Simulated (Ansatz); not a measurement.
**Converging the k-point mesh: LaAs (I4mm, 2 atoms in the cell)**

```yaml
crystal:
  lattice:
    - [0.00000, 3.11458, 3.11458]
    - [3.11458, 0.00000, 3.11458]
    - [3.11458, 3.11458, 0.00000]
  atoms:
    - { symbol: La, position: [0.00803, 0.00803, 0.99197] }
    - { symbol: As, position: [0.50000, 0.50000, 0.50000] }
```

Computed with LDA (PW92), default PAW files made with PBE (plane waves; Ansatz, an electronic-structure program).

Base settings: basis.ecutwfc = 420 eV; kpoints.mp_grid.grid = 9 9 9; hamiltonian.xc = lda; hamiltonian.pseudopotentials = {kind: paw} (the program's default PAW files); scf.occupations.method = gaussian; scf.occupations.width = 0.1 eV.

The second cell is the first with its lattice scaled by 0.98.

Only quantities that move along the ladder and can be compared are tabulated.

The count of work is k-points × plane waves × bands × iterations; it is no time. Core times come from one kind of shared machine, to one figure; runs under 30 s give none.

The starting cell comes from a database of computed structures (which also holds hypothetical and non-ambient phases and stackings), without a prior relaxation at this level. Its lattice was rescaled by up to half a per cent. One atom was moved a little off its site on purpose. In the base run, with a pressure of about -5 GPa the cell is away from its equilibrium volume at this level. Ansatz's pressure includes its estimate of the finite-basis (Pulay) stress.

Steps (kpoints.mp_grid.grid): 2 2 2; 3 3 3; 4 4 4; 5 5 5; 6 6 6; 7 7 7; 8 8 8; 9 9 9; 10 10 10; 11 11 11; 12 12 12; 13 13 13; 16 16 16; 18 18 18; 20 20 20; 22 22 22; 24 24 24; 27 27 27; 30 30 30.

Task: What is the coarsest kpoints.mp_grid.grid that holds the forces within 0.01 eV/Å of the last step, with all finer ones?

Result: 8 8 8, at 0.030 of the last step's count of work; the step before is off by 0.012 eV/Å.

Task: What is the coarsest kpoints.mp_grid.grid that holds the energy of the compressed cell less the first within 2 meV/atom of the last step, with all finer ones?

Result: 4 4 4, at 0.0056 of the last step's count of work; the step before is off by 7.8 meV/atom.

Task: What is the coarsest kpoints.mp_grid.grid that holds the pressure within 0.2 GPa of the last step, with all finer ones?

Result: 4 4 4, at 0.0056 of the last step's count of work; the step before is off by 0.76 GPa.

| kpoints.mp_grid.grid | free energy less the last step's (meV/atom) | energy of the compressed cell less the first (meV/atom) | pressure (GPa) | largest difference of a force vector from the last step's (eV/Å) | count of work / last | core time / last (rough) |
|---|---|---|---|---|---|---|
| 2 2 2 | 417.01 | -34.69 | -4.61 | 0.339 | 0.0020 | – |
| 3 3 3 | 90.21 | -29.56 | -4.35 | 0.228 | 0.0030 | – |
| 4 4 4 | 21.97 | -36.01 | -5.02 | 0.030 | 0.0056 | – |
| 5 5 5 | 9.47 | -36.70 | -5.05 | 0.041 | 0.0077 | – |
| 6 6 6 | 3.66 | -36.67 | -5.07 | 0.012 | 0.013 | – |
| 7 7 7 | 1.78 | -37.15 | -5.10 | 0.012 | 0.020 | – |
| 8 8 8 | 0.90 | -37.18 | -5.10 | 0.007 | 0.030 | – |
| 9 9 9 | 0.42 | -37.26 | -5.11 | 0.003 | 0.038 | – |
| 10 10 10 | 0.22 | -37.34 | -5.11 | 0.002 | 0.051 | – |
| 11 11 11 | 0.10 | -37.34 | -5.11 | 0.000 | 0.063 | – |
| 12 12 12 | 0.04 | -37.36 | -5.12 | 0.000 | 0.082 | – |
| 13 13 13 | 0.01 | -37.37 | -5.12 | 0.001 | 0.098 | – |
| 16 16 16 | -0.01 | -37.37 | -5.12 | 0.001 | 0.18 | 0.2 |
| 18 18 18 | -0.01 | -37.37 | -5.12 | 0.000 | 0.24 | 0.2 |
| 20 20 20 | -0.01 | -37.37 | -5.12 | 0.000 | 0.32 | 0.3 |
| 22 22 22 | 0.00 | -37.37 | -5.12 | 0.000 | 0.42 | 0.4 |
| 24 24 24 | 0.00 | -37.37 | -5.12 | 0.000 | 0.53 | 0.5 |
| 27 27 27 | 0.00 | -37.37 | -5.12 | 0.000 | 0.74 | 0.7 |
| 30 30 30 | 0.00 | -37.37 | -5.12 | 0.000 | 1.0 | 1 |

The energy difference between the two cells stays within 1 meV/atom of the last step's from 5 5 5 on, the total only from 8 8 8 on: much of the error is common to both cells and cancels.

Keys are those of Ansatz 0.2.
